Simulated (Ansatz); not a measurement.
```yaml
crystal:
  lattice:
    - [3.15022, 0.00000, 0.00000]
    - [-1.57511, 2.72817, 0.00000]
    - [0.00000, 0.00000, 3.87283]
  atoms:
    - { symbol: Hf, position: [0.00000, 0.00000, 0.00000] }
    - { symbol: O, position: [0.33333, 0.66667, 0.24718] }
    - { symbol: O, position: [0.66667, 0.33333, 0.75282] }
```

A single point on hypothetical CdI2 type HfO2 with a change (pressure 18 GPa), its geometry relaxed with PBEsol-D3(BJ).

Level of theory: Kohn–Sham DFT with the HSE06 functional, run in Ansatz (a program for electronic structure) with PAW and 420 eV plane waves, spin-orbit coupling included. k-mesh 8×8×6 (Γ-centred); smearing 0.01 eV (Fermi–Dirac).

Problem. Predict the band gap and valence-band top at Γ.

Solution. 
- Band gap = 4.96 eV
- Valence-band top at Γ (three highest Kramers pairs, from the VBM) = 0.00, -0.73, -0.93 eV

Single points use the geometry relaxed with PBEsol-D3(BJ). The hybrid gap comes from the SCF mesh plus the semilocal run's edge points and a few special points and is an upper bound. Load acts through the strain it causes; cell and atoms are relaxed under it. Stability against distortions was not tested. Competing high-pressure phases were not computed. The cell was made from HfO₂ in the CdI2 type structure (space group P-3m1, No. 164; a hypothetical phase, not in the database extracts checked; layered, stacked along the Cartesian z axis) by this change: pressure 18 GPa.
